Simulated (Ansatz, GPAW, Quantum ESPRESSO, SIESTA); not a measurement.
## NaMg6Cu (P1, 8 atoms in the cell) computed with different codes at matched settings

Self-consistent single point, at a second geometry (atoms moved at random). First geometry:

```
NaMg6Cu
1.0
    4.98343     0.00000     0.00000
    0.00000     3.14188     5.39189
    0.00000    -3.14188     5.39189
Na Mg Cu
1 6 1
Direct
  0.50000   0.33361   0.33361
  0.50000   0.33183   0.83599
  0.50000   0.83599   0.33183
  0.00000   0.15176   0.67638
  0.00000   0.67638   0.15176
  0.00000   0.67214   0.67214
  0.00000   0.16439   0.16439
  0.50000   0.83391   0.83391
```

Second geometry:
```xyz
8
Lattice="4.9834 0.0000 0.0000 0.0000 3.1419 5.3919 0.0000 -3.1419 5.3919" Properties=species:S:1:pos:R:3 pbc="T T T"
Na     2.4690    -0.0090     3.6452
Mg     2.5210    -1.5243     6.3116
Mg     2.4362     1.5194     6.3258
Mg    -0.0057    -1.6406     4.4749
Mg     0.0407     1.6397     4.4463
Mg    -0.0088    -0.0114     7.2373
Mg     0.0156     0.0412     1.7570
Cu     2.4989    -0.0149     8.9371
```

Shared settings, as Ansatz (a program for electronic structure) writes them: kpoints.mp_grid.grid = 3 3 3; scf.occupations.method = fermi_dirac; scf.occupations.width = 0.1 eV. Potentials and cutoffs stand in the table.

| code | model | ΔF from the first geometry (meV/atom) | pressure (GPa) | largest force (eV/Å) | cutoff |
|---|---|---|---|---|---|
| SIESTA | GGA PBEsol, numerical atomic orbitals DZP, PseudoDojo PBEsol standard norm-conserving potentials (rewritten from UPF to PSML) | 6.1 | 2.80 | 0.461 | grid 400 Ry |
| Quantum ESPRESSO | PBEsol, SSSP 1.1.2 efficiency (PBE) pseudopotentials | 4.0 | 0.25 | 0.350 | 50 Ry |
| Ansatz | PBEsol, PAW files made with PBE | 4.0 | 0.36 | 0.347 | 420 eV |
| GPAW | PBEsol, GPAW PAW datasets PBEsol (made by gpaw-setup) | 4.0 | 0.39 | 0.347 | 850 eV |

Size of the force on each atom (eV/Å): Sizes of forces hide their directions.

| code | Na1 | Mg2 | Mg3 | Mg4 | Mg5 | Mg6 | Mg7 | Cu8 |
|---|---|---|---|---|---|---|---|---|
| SIESTA | 0.248 | 0.336 | 0.461 | 0.289 | 0.259 | 0.182 | 0.363 | 0.090 |
| Quantum ESPRESSO | 0.214 | 0.254 | 0.350 | 0.185 | 0.177 | 0.124 | 0.245 | 0.022 |
| Ansatz | 0.213 | 0.252 | 0.347 | 0.184 | 0.176 | 0.122 | 0.244 | 0.022 |
| GPAW | 0.214 | 0.252 | 0.347 | 0.182 | 0.177 | 0.120 | 0.244 | 0.023 |

On Ansatz's run: spin polarisation is off.

The spread over the programs that give each value: ΔF from the first geometry within 2.1 meV/atom; pressure within 2.55 GPa; largest force within 0.114 eV/Å.

SIESTA uses small atom-centred bases, whose incompleteness enters pressures, forces and empty levels differently from a plane-wave cutoff. Ansatz's pressure is given at a fixed set of plane waves, as the other plane-wave codes print theirs. In the pressure, SIESTA (by 2.44) lies more than 1 GPa from the median of the plane-wave programs. In the force vectors, SIESTA (by 0.124) lies more than 0.08 eV/Å from the median of the plane-wave programs.

The shared mesh is coarse (it stands for a supercell whose shortest vector is 15 Å), so the values are not converged in it.

The starting cell comes from a database of computed structures (which also holds hypothetical and non-ambient phases and stackings), without a prior relaxation at this level. Its lattice was rescaled by a random factor within 2.5 % of one. For this run, on top of that: atoms moved at random.

Left out of this page: CP2K (unsound by tests on forces, stress, charge or solver warnings).

Keys are those of Ansatz 0.2.
